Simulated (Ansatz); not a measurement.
Start from Ti$_{3}$Al (space group P6_3/mmc, No. 194).

```xyz
8
Lattice="5.6876 0.0000 0.0000 -2.8438 4.9256 0.0000 0.0000 0.0000 4.6084" Properties=species:S:1:pos:R:3 pbc="T T T"
Ti     2.8438     3.2541     1.1521
Ti    -1.3962     4.0898     3.4563
Ti     1.4476     0.8358     1.1521
Ti     0.0000     1.6715     3.4563
Ti     4.2400     0.8358     1.1521
Ti     1.3962     4.0898     3.4563
Al     0.0000     3.2837     1.1521
Al     2.8438     1.6419     3.4563
```

Method: PBEsol, PAW, 420 eV (Ansatz, a first-principles code; no spin-orbit coupling).

Base values:

```
Quantity   Result
--------  -------
Pressure  0.0 GPa
Band gap     zero
```

It is then changed as follows: an isotropic linear strain of +0.62 %, atoms relaxed at fixed cell.

### Question
What happens to the energy relative to the base, pressure and band gap?

### Answer
The energy grows by 2.1 meV/atom; the pressure (mean of the normal stresses, compression positive) goes from zero to -2.2 GPa; the band gap is still zero.

Whether these cells are dynamically stable was not tested. All final runs are without spin polarisation.
